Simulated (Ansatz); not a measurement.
## SiO₂ (P4₃2₁2, No. 96, 36 atoms in the cell; start mp-559872)

These are LDA (Ansatz, a first-principles code, PAW) values and carry that method's errors.

Numerical settings: plane-wave cutoff 520 eV, 4×4×4 k mesh, Fermi–Dirac smearing 0.01 eV, scalar-relativistic PAW data made under PBE.

Cell (relaxed at this level):

O2Si is modelled in the tetragonal space group P4₃2₁2 (No. 96), Pearson symbol tP36. Conventional cell: a = 7.503 Å, b = 7.503 Å, c = 8.303 Å, α = 90.00°, β = 90.00°, γ = 90.00°. Si1 on 4a has 4 O at 1.602 Å (tetrahedral). Si2 on 8b is surrounded by 4 O at 1.602–1.608 Å (tetrahedral). O1 on 8b has 2 Si at 1.602–1.608 Å (bent). O2 on 8b is coordinated by 2 Si at 1.602–1.604 Å (bent). O3 on 8b is surrounded by 2 Si at 1.602–1.606 Å. (Neighbours: up to the widest gap in distance over summed covalent radii, below 1.35, at either atom.)

```
Quantity                        Value
--------  ---------------------------
band gap  5.57 eV (on the SCF k mesh)
```

Note: the relaxation could not lower the start's symmetry, so the cell can be a saddle point above a distorted one.

Computed values are for the static lattice.

Computing time: roughly 40 core-minutes.

A start named mp-… is a Materials Project structure, which need not be a measured phase.
